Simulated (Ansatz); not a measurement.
Here is the system:

```yaml
crystal:
  lattice:
    - [4.43883, 0.00000, 0.00000]
    - [0.00000, 5.40942, 0.00000]
    - [0.00000, 0.00000, 3.38966]
  atoms:
    - { symbol: Fe, position: [0.00000, 0.00000, 0.00000] }
    - { symbol: Fe, position: [0.50000, 0.50000, 0.50000] }
    - { symbol: S, position: [0.79372, 0.37517, 0.00000] }
    - { symbol: S, position: [0.29372, 0.12483, 0.50000] }
    - { symbol: S, position: [0.70628, 0.87517, 0.50000] }
    - { symbol: S, position: [0.20628, 0.62483, 0.00000] }
```

No spin polarisation.

Calculations: PBE (Ansatz, a first-principles code), no spin-orbit coupling. k-mesh 8×6×10 (Γ-centred); smearing 0.05 eV (Fermi–Dirac).

Task: Predict the band gap, gap character and space group.

Result: The band gap comes out as 0.88 eV. The gap character (in this cell's own zone, which can be folded) is indirect, k = (3/8, 0, 0) in the run's primitive reciprocal basis → T and the space group (of the atoms, moments ignored) comes out as Pnnm (No. 58).

No phonon test of stability was made. Starting moments died away, wholly or in part, for ↑↓↑↓ start, q = (0, 1/2, 1/2), 12 atoms; another magnetic solution may exist. The final runs are not spin-polarised. The cell was made from FeS$_{2}$ (space group Pnnm, No. 58; non-magnetic) by this change: ↑↓↑↓ start, q = (0, 1/2, 1/2), 12 atoms.
